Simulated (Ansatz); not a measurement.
**bcc Ca (high-temperature phase)**

These are rVV10 (Ansatz, an electronic-structure program, plane waves, PAW) values and carry that method's errors.

Run with plane-wave cutoff 520 eV, 18×18×18 k mesh, Fermi–Dirac smearing 0.05 eV, scalar-relativistic PAW data made under PBE.

Cell (relaxed at this level):

```cif
data_Ca2
_chemical_formula_sum 'Ca2'
_space_group_name_H-M_alt 'Im-3m'
_space_group_IT_number 229
_space_group_name_Hall '-I 4 2 3'
_cell_length_a 4.32207
_cell_length_b 4.32207
_cell_length_c 4.32207
_cell_angle_alpha 90.000
_cell_angle_beta 90.000
_cell_angle_gamma 90.000
loop_
_atom_site_label
_atom_site_type_symbol
_atom_site_symmetry_multiplicity
_atom_site_Wyckoff_symbol
_atom_site_fract_x
_atom_site_fract_y
_atom_site_fract_z
_atom_site_occupancy
Ca1 Ca 2 a 0.00000 0.00000 0.00000 1
```
(The calculation used a cell of 1 atom; values per cell refer to that cell.)

- bulk modulus B0: 17.1 GPa
- band gap: zero (no gap)
- pressure derivative B′ of the bulk modulus: 3.0

Note: symmetry holds this phase in the static calculation, where it need not be a minimum.

Computed values are for the static lattice.

It cost very roughly 40 core-seconds of CPU time.
